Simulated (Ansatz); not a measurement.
BP: holes 7.0×10^20 cm⁻³

Base system: BP in the zinc blende structure (space group F-43m, No. 216; a = 4.536 Å).

Perturbation: 0.0163 holes added to each cell, a density of 7.0×10^20 cm⁻³, with a uniform compensating background at fixed cell and a 300 K Fermi–Dirac width.

The values are results of Kohn–Sham DFT with the r2SCAN functional, run in Ansatz (a quantum-chemistry and plane-wave program) with PAW and 500 eV plane waves, no spin-orbit coupling, earlier PAW set, not measurements. k-mesh 29×29×29 (Γ-centred); smearing 0.0259 eV (Fermi–Dirac).

```tsv
quantity	base	changed	shift
gap between the host's bands	1.41 eV	1.42 eV	+0.01 eV
gap character	indirect, Γ → a point along ⟨100⟩, about 1.1 Å⁻¹ from Γ	indirect, Γ → a point along ⟨100⟩, about 1.1 Å⁻¹ from Γ	–
Fermi level relative to the doped band's edge (positive inside the band; to 0.05 eV)	–	+0.25 eV	–
```

Final structure:

```
BP
1.0
    0.00000     2.26820     2.26820
    2.26820     0.00000     2.26820
    2.26820     2.26820     0.00000
P B
1 1
Direct
  0.75000   0.75000   0.75000
  0.00000   0.00000   0.00000
```
Cell charge +0.016337.

Carriers are added with a uniform compensating background; total energy and stress of such cells depend on the potential's zero and are not compared; many-body gap narrowing is missing at this level. Gaps are Kohn–Sham eigenvalue differences; semilocal functionals usually give less than the measured gap. Stability against distortions was not tested.
